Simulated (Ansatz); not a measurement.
Abridged Ansatz (a quantum-chemistry and plane-wave program) output:

```
Relaxation: its limit of steps is 50 (relax.max_steps)
Pseudopotential: Ti, paw, valence charge 12
Crystal: 3 atoms, lattice volume = 51.081 Å³
Basis set: ecut = 500 eV, 1313 PW (Γ), exchange–correlation on 144×144×96 points (64 copies of the dense FFT grid, shifted against one another)
Bands: 22, of which v1, the nominal top of the filled ones, is band 18 counted from 1 (17 counted from 0)
Symmetry: 24 space group operations
k-points: 297 of 4500
Functional: x = r2scan, c = r2scan; τ floored in thin density (d = 2e-4 eV/Å³)
SCF iter   1: F=—  HF=-7513.810432 eV  |F-HF|=—  |Δ(HF+E_count)|=         —  Δρ=7.06e-2  dr2=2.71e0  dr2_τ=9.47e-2  ethr=3.10e-3  ⟨swp⟩=3.1  Hψ=22737  notcnv=0
SCF iter   2: F=—  HF=-7513.291090 eV  |F-HF|=—  |Δ(HF+E_count)|=   5.19e-1  Δρ=2.97e-2  dr2=5.69e-1  dr2_τ=1.95e-2  ethr=3.10e-3  ⟨swp⟩=2.4  Hψ=14877  notcnv=0
SCF 1 converged in 10 iterations: F = -7513.210343 eV  dr2 = 5.99e-9
relax step   1: F+E_penalty+E_count = -7513.21034343 eV  Δ(F+E_penalty+E_count) = +0.000e0 eV  max|allowed force component| = 1.604e-16 eV/Å  Δτ_max = 0.0000 Å  P = -0.003 GPa  Ω = 51.081 Å³  (10 SCF iters, dr2 threshold 1.00e-7 eV, accepted)
[... steps on the carried basis left out ...]
relax step   8: F+E_penalty+E_count = -7513.16329527 eV  Δ(F+E_penalty+E_count) = -9.639e-7 eV  max|allowed force component| = 1.419e-16 eV/Å  Δτ_max = 0.0000 Å  P = -2.667 GPa  Ω = 52.246 Å³  stress off target by 8.84e-4 GPa  SCF on the basis re-selected at this cell (its energy is not comparable with the rows above)  (5 SCF iters)
SCF converged after 5 iterations
Free energy (F): -7513.163295 eV
Internal energy: -7513.073135 eV  (E = F + TS)
E sigma→0 (E₀):  -7513.118215 eV
Entropy (-TS):   -0.090160 eV (-30.053 meV/atom)
Fermi energy:    13.198815 eV
--- Forces (eV/Å), atoms counted from 1 ---
  atom   1  Ti    -0.00000000     0.00000000     0.00000000
  atom   2  Ti    -0.00000000     0.00000000     0.00000000
  atom   3  Ti     0.00000000    -0.00000000     0.00000000
--- Stress (GPa, compression-positive) ---
       -0.000412       0.000000       0.000000
        0.000000      -0.000412       0.000000
        0.000000       0.000000      -8.000884
  P = ⅓ Tr σ = -2.6672 GPa (-26.672 kbar)
--- Relaxed structure (6 steps of the walk, 6 accepted, 2 SCFs on fresh bases) ---
  cell:  # Å, volume = 52.2464 Å³
    - [4.539154951368361, -2.8683871018488062e-11, 0.0]
    - [-2.26957747565934, 3.931023499613261, 0.0]
    - [0.0, 0.0, 2.928032017956673]
  atoms:
    - { symbol: Ti, position: [2.86366016928888e-35, -2.704511239657295e-35, 0.0] }
    - { symbol: Ti, position: [0.3333333333333333, 0.6666666666666666, 0.5] }
    - { symbol: Ti, position: [0.6666666666666667, 0.3333333333333333, 0.5] }
```

Problem. What was computed, and what are the main results?

Solution. Ti, 3 atoms in the cell, with r2SCAN/PAW in Ansatz, no spin-orbit coupling, earlier PAW set, from a series relaxed to a target (uniaxial stress, 8 GPa tension along z). The last SCF converged to F = -7513.163295 eV, or -2504.3878 eV per atom. The total energy compares only with runs of the same code, potentials and settings.

Load acts through the strain it causes; cell and atoms are relaxed under it. Stability under load was not tested beyond the relaxation. The final runs are not spin-polarised. The cell was made from Ti (space group P6/mmm, No. 191; a cell from a computed database, its experimental status unchecked) by this change: uniaxial stress, 8 GPa tension along z. This is not the structure that Ti has at room temperature and ambient pressure.

Keys are those of Ansatz 0.2.
